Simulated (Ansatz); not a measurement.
## L1₂ (Cu3Au-type) Pt₃Ti

All values below come from HSE06 (Ansatz, a first-principles code, PAW).

Run with plane-wave cutoff 500 eV, 6×6×6 k mesh, Fermi–Dirac smearing 0.1 eV, no spin polarisation, scalar-relativistic PAW data made under PBE.

Cell (relaxed at this level):

```
CELL_PARAMETERS angstrom
      3.90863     0.00000     0.00000
      0.00000     3.90863     0.00000
      0.00000     0.00000     3.90863
ATOMIC_POSITIONS crystal
  Ti 0.00000 0.00000 0.00000
  Pt 0.00000 0.50000 0.50000
  Pt 0.50000 0.00000 0.50000
  Pt 0.50000 0.50000 0.00000
```

* **volume per atom**: 14.93 Å³/atom
* **lattice constant a**: 3.909 Å

Measured, for comparison: equilibrium volume per atom 15.01 Å³/atom, lattice constant a 3.916 Å (temperature not stated, not corrected to a static lattice; as tabulated in Molecular Dynamics Simulations of PtTi High-Temperature Shape Memory Alloys …). Computed (rounded) less measured: equilibrium volume per atom -0.5 %, lattice constant a -0.2 %. A static lattice is as a rule a little smaller and stiffer than an uncorrected measurement, which narrows the difference in the equilibrium volume per atom and would widen misses of the other sign.

Note: exact exchange on metals is sensitive to the k mesh and can open a false gap; the run warned that the count of filled bands differs between k points.

Spin–orbit coupling is not included.

Cost on a shared machine: around 13 core-minutes (rough).
